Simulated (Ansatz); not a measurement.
# Effect of uniaxial strain ε_zz = −1.50 % on GaAs

The reference is GaAs in the zinc blende structure (space group F-43m, No. 216; a = 5.6667 Å). Axes: x, y, z lie along the cube axes.

Now apply this change: uniaxial strain ε_zz = −1.50 %, all other strain components held at zero; the atoms relax in the strained cell.

Calculations: r2SCAN (Ansatz, an electronic-structure program), scalar-relativistic without spin-orbit coupling. k-mesh 10×10×10 (Γ-centred); smearing 0.05 eV (Fermi–Dirac).

| quantity | base | changed | shift |
|---|---|---|---|
| volume per atom | 22.75 Å³ | 22.40 Å³ | -0.341 Å³ |
| space group | F-43m (No. 216) | I-4m2 (No. 119) | – |
| shortest interatomic distance | 2.454 Å | 2.442 Å | -0.012 Å |
| energy relative to the base (free energy F) | 0 meV/atom | +1.9 meV/atom | +1.9 meV/atom |
| band gap | 0.96 eV | 1.02 eV | +0.06 eV |
| gap character | direct at Γ | direct at Γ | – |
| hole mass | – | 0.054 mₑ along z, 0.33 mₑ across (at Γ) | – |
| valence-band top at Γ (three highest levels, from the VBM) | 0.00, 0.00, 0.00 eV | 0.00, -0.09, -0.09 eV | – |
| stress (xx, yy, zz, yz, xz, xy; compression positive) | – | (0.80, 0.80, 1.79, 0.00, 0.00, 0.00) GPa | – |

Final structure:

```
CELL_PARAMETERS angstrom
      0.00000     2.83335     2.79085
      2.83335     0.00000     2.79085
      2.83335     2.83335     0.00000
ATOMIC_POSITIONS crystal
  Ga 0.00000 0.00000 0.00000
  As 0.25000 0.25000 0.25000
```

Effective masses come from finite differences of ±0.01 Å⁻¹. No phonon test of stability was made. k-point labels follow each cell's own Brillouin zone.
